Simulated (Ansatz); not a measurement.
# AlN: response to strain

The parent structure is AlN in the zinc blende structure (space group F-43m, No. 216; a = 4.370 Å).

Strains are applied to the cell and any free atomic positions relax.

Level of theory: r2SCAN in Ansatz (plane waves to 500 eV, PAW, spin-orbit coupling left out).

```csv
change,electron mass,pressure,volume per atom
base,"0.51 mₑ along k, 0.33 mₑ across (at X)",0.1 kbar,10.43 Å³
isotropic strain −3.00 %,"0.50 mₑ along k, 0.32 mₑ across (at X)",228.9 kbar,9.52 Å³
isotropic strain −2.50 %,"0.50 mₑ along k, 0.32 mₑ across (at X)",184.8 kbar,9.67 Å³
isotropic strain −2.00 %,"0.51 mₑ along k, 0.33 mₑ across (at X)",143.2 kbar,9.82 Å³
isotropic strain −1.50 %,"0.51 mₑ along k, 0.33 mₑ across (at X)",104.1 kbar,9.97 Å³
isotropic strain −1.00 %,"0.51 mₑ along k, 0.33 mₑ across (at X)",67.3 kbar,10.12 Å³
isotropic strain −0.50 %,"0.51 mₑ along k, 0.33 mₑ across (at X)",[?],10.27 Å³
```

Task: What belongs in the blanks?

Result: 
- isotropic strain −0.50 %, pressure: 32.6 kbar

The levels and masses belong to the bands next to the band gap. Masses are band curvatures over ±0.01 Å⁻¹ around the edge. Along k means along the line from Γ to the band edge. Whether these cells are dynamically stable was not tested. This is not the structure that AlN has at room temperature and ambient pressure.

Ansatz is a first-principles code.
